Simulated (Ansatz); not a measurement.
Take InAs in the zinc blende structure (space group F-43m, No. 216; a = 6.0261 Å) as the base. Axes: x, y, z lie along the cube axes.

Level of theory: LDA in Ansatz (plane waves to 420 eV, PAW, no spin-orbit coupling).

Strains are applied to the cell and any free atomic positions relax.

One change was made to it. Results:

The energy rises by 2.8 meV/atom; the pressure (mean of the normal stresses, compression positive) goes from zero to -1.1 GPa.

**Question.** Name the change that was made.
A. uniaxial strain ε_zz = +2.00 %
B. uniaxial strain ε_zz = +2.50 %
C. uniaxial strain ε_zz = +1.50 %

**Answer.** A, uniaxial strain ε_zz = +2.00 %. For comparison, the energy relative to the base in the other runs: uniaxial strain ε_zz = +2.50 % gives +4.4 meV/atom; uniaxial strain ε_zz = +1.50 % gives +1.6 meV/atom.

A case with no gap was solved on a k-mesh chosen for an insulator, which is coarse for it. No phonon test of stability was made. All final runs are without spin polarisation.

Ansatz is a first-principles code.
